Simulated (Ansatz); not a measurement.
Os: element substitutions

Start from Os in the hcp (Mg type) structure (space group P6_3/mmc, No. 194).

Space group P6₃/mmc (No. 194); a = b = 2.7294 Å, c = 4.3064 Å, α = β = 90.00°, γ = 120.00°

| atom | site | symmetry | x | y | z |
|---|---|---|---|---|---|
| Os | 2d | -6m2 | 0.6667 | 0.3333 | 0.2500 |

Each row replaces one element on all its sites; cell and atoms are relaxed.

The values are results of Ansatz (an electronic-structure program), PBEsol, PAW, cutoff 420 eV, no SOC, not measurements.

```
case      c/a ratio  volume per atom
-------  ----------  ---------------
base          1.578         13.89 Å³
Os → Rh       1.613         13.56 Å³
Os → Re  (withheld)       (withheld)
Os → Ru       1.577       (withheld)
```

Task: Some entries are withheld; estimate them.

Result: 
- Os → Re, c/a ratio: 1.615
- Os → Re, volume per atom: 14.55 Å³
- Os → Ru, volume per atom: 13.32 Å³

No phonon test of stability was made. For Rh in this form, whether it has been made was not checked. All final runs are without spin polarisation. Rh has a high density of states at the Fermi level and may be magnetic at this level. This is not the structure that Rh has at room temperature and ambient pressure.
